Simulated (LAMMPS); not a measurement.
MD of Al (fcc) at zero pressure, 4000 atoms, as a liquid; each row is its own run.

Level of theory: classical MD, pair style eam/alloy, file AlCu.eam.alloy, run in LAMMPS.

```csv
T (K),viscosity (mPa s)
650,2.29
930,1.02
1490,0.493
```

Question: Fit an Arrhenius law, ln y = a + b / x, to these rows (x is the first column, y the second) and predict the run at x = 1210.

Answer: Least squares gives a = -1.8912 and b = 1770. The slope times kB gives an activation energy of 0.15 eV. At x = 1210 the fit predicts 0.652 mPa s. The run itself gave 0.60 ± 0.08 mPa s, so the fit is 9.4 % high, within the run's error.

Caution (row 650): this liquid lies under the melting point of about 750 K that EAM-type AlCu.eam.alloy gives, so it is undercooled.
